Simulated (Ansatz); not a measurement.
Consider Mg2Si (space group Fm-3m, No. 225; a = 6.3644 Å).

The values are results of Kohn–Sham DFT with the PBE functional, run in Ansatz (an electronic-structure program) with PAW and 420 eV plane waves, scalar-relativistic without spin-orbit coupling, earlier PAW set, not measurements.

For the base:

```
Property                                  Value
-------------------  --------------------------
Smallest direct gap                     1.84 eV
Hole mass            0.14, 0.35, 0.35 mₑ (at Γ)
Band gap                                0.22 eV
```

The change: the cell is scaled by 1.0593 in all directions, atoms relaxed at fixed cell.

### Question
Predict the new energy relative to the base, smallest direct gap, hole mass and band gap.

### Answer
The energy increases by 96 meV/atom; the smallest direct gap falls by 0.965 eV (1.84 eV → 0.87 eV); the hole mass (degenerate bands, along [100]) becomes 0.080, 0.36, 0.36 mₑ (at Γ) (base: 0.14, 0.35, 0.35 mₑ (at Γ)); the band gap decreases by 0.07 eV, from 0.22 eV to 0.15 eV.

The cells carry an imposed strain or load. Masses are band curvatures over ±0.01 Å⁻¹ around the edge. Whether these cells are dynamically stable was not tested. A zero or small gap of Mg2Si can be the functional's error rather than a property of the material.
